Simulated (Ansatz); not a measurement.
Start from SiO$_{2}$ (space group P4_12_12, No. 92; a = 4.980 Å, c = 6.918 Å). Axes: x, y, z lie along a, b, c of the conventional cell.

Computed with r2SCAN (Ansatz, an electronic-structure program, PAW, no spin-orbit coupling).

Before the change:

```
Property                                       Value
-----------------------------  ---------------------
Valence-band top at Γ          0.00, -0.31, -0.31 eV
Band gap                                     6.35 eV
Width of the top valence band                0.62 eV
```

The change: biaxial strain −3.90 %, plane normal [001], relaxed out of plane (Cartesian); in-plane vectors clamped, the third vector and the atoms free.

Q: How does this affect the ratio −ε⊥/ε∥, valence-band top at Γ, band gap and width of the top valence band?

A: The ratio −ε⊥/ε∥ amounts to -0.27; the valence-band top at Γ (three highest levels, from the VBM) changes from 0.00, -0.31, -0.31 eV to 0.00, -0.41, -0.41 eV; the band gap increases by 0.21 eV, from 6.35 eV to 6.56 eV; the width of the top valence band drops by 0.081 eV (0.62 eV → 0.53 eV).

No phonon test of stability was made.
